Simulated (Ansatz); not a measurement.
Ta, response to strain

The reference is Ta in the bcc (W type) structure (space group Im-3m, No. 229; relaxed with 0.1 eV smearing).

```
CELL_PARAMETERS angstrom
     -1.65304     1.65304     1.65304
      1.65304    -1.65304     1.65304
      1.65304     1.65304    -1.65304
ATOMIC_POSITIONS crystal
  Ta 0.00000 0.00000 0.00000
```

Cartesian axes are those of the cell as printed.

Strains are applied to the cell and any free atomic positions relax; under biaxial strain the out-of-plane vector relaxes too.

Computed with r2SCAN/PAW in Ansatz (a first-principles code), scalar-relativistic without spin-orbit coupling.

| biaxial strain, plane normal [001], relaxed out of plane (%) | out-of-plane strain (%) |
|---|---|
| 0 | 0.00 |
| 0.5 | -0.60 |
| 1 | -1.20 |
| 1.5 | -1.80 |
| 2 | -2.40 |
| 2.5 | ? |
| 3 | -3.69 |

Fit ε⊥ = −νε + γε² (strains in %) to the rows shown and predict the withheld row.

Least squares on the printed values gives ν = 1.17 (the biaxial Poisson response) and γ = -0.019 (largest residual 0.02 %); this predicts -3.05 %, and the run gives -3.03 %, 0.02 higher.

Whether these cells are dynamically stable was not tested. The final runs are not spin-polarised.
